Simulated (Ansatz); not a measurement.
**ZnCu2SnSe4 (space group I-42m, No. 121)**

```
CELL_PARAMETERS angstrom
     -2.84479     2.84479     5.70797
      2.84479    -2.84479     5.70797
      2.84479     2.84479    -5.70797
ATOMIC_POSITIONS crystal
  Zn 0.00000 0.00000 0.00000
  Cu 0.75000 0.25000 0.50000
  Cu 0.25000 0.75000 0.50000
  Sn 0.50000 0.50000 0.00000
  Se 0.62456 0.62456 0.51761
  Se 0.37544 0.89305 0.00000
  Se 0.10695 0.10695 0.48239
  Se 0.89305 0.37544 0.00000
```

All numbers come from plane-wave PAW DFT at the r2SCAN level (Ansatz, a program for electronic structure, 500 eV), no SOC, earlier PAW set. Settings: 8×8×8 k-points, 0.05 eV Fermi–Dirac smearing.

```json
{
 "volume_per_atom": "23.10 Å³",
 "density": "5.64 g/cm³",
 "band_gap": "zero",
 "total_energy": "-5567.902 eV/atom (σ→0; compares only within this code and set-up)"
}
```

Stability against distortions was not tested. All final runs are without spin polarisation. A zero or small gap of ZnCu2SnSe4 can be the functional's error rather than a property of the material.
